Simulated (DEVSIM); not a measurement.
System: Ti/SiO2/n-Si capacitor, at 300 K.

```csv
layer (left to right),material,thickness (nm),Nd (cm⁻³)
1,SiO2,1.50,-
2,Si,7300,6.2e15
```

Metal gate on the left, work function 4.33 eV. Fixed charge at the semiconductor interface 0 cm⁻² (in units of +e); no interface traps.

Constants are typed, rounded textbook-type inputs, not results; the design itself was drawn at random and stands for no fabricated device. Values at 300 K.

```csv
parameter,SiO2,Si
gap (eV),9,1.124
affinity (eV),0.9,4.05
permittivity,3.9,11.7
Nc (cm⁻³),-,2.86e19
Nv (cm⁻³),-,3.1e19
```

Model (solved in DEVSIM): 1D Poisson equation in equilibrium, Boltzmann statistics, complete ionisation; no quantum confinement or tunnelling. Metal contacts follow the ideal Schottky-Mott rule: no Fermi-level pinning, no interface dipoles.

Task: Tabulate band edges, carrier densities and field at -0.4 V on the gate.

Result: Energies count from the Fermi level of the right contact; mesh points crowd at the junctions.

```tsv
x (μm)	Ec (eV)	Ev (eV)	n (cm⁻³)	p (cm⁻³)	field (V/cm)
0.000	3.830	-5.170	< 1e2	< 1e2	-85000
0.0007380	3.824	-5.176	< 1e2	< 1e2	-85000
0.001441	3.818	-5.182	< 1e2	< 1e2	-85000
0.002625	0.664	-0.460	2.0e8	5.8e11	-28000
0.006875	0.652	-0.472	3.2e8	3.7e11	-28000
0.01459	0.631	-0.493	7.2e8	1.6e11	-27000
0.03037	0.589	-0.535	3.6e9	3.2e10	-26000
0.08621	0.460	-0.664	5.3e11	2.2e8	-20000
0.1813	0.310	-0.814	1.8e14	650000	-11000
0.3950	0.221	-0.903	5.6e15	21000	-500
0.8608	0.218	-0.906	6.2e15	19000	≈ 0
2.379	0.218	-0.906	6.2e15	19000	≈ 0
4.701	0.218	-0.906	6.2e15	19000	≈ 0
6.109	0.218	-0.906	6.2e15	19000	≈ 0
6.871	0.218	-0.906	6.2e15	19000	≈ 0
7.105	0.218	-0.906	6.2e15	19000	≈ 0
7.212	0.218	-0.906	6.2e15	19000	≈ 0
7.261	0.218	-0.906	6.2e15	19000	≈ 0
7.288	0.218	-0.906	6.2e15	19000	≈ 0
7.296	0.218	-0.906	6.2e15	19000	≈ 0
7.300	0.218	-0.906	6.2e15	19000	≈ 0
7.301	0.218	-0.906	6.2e15	19000	≈ 0
```
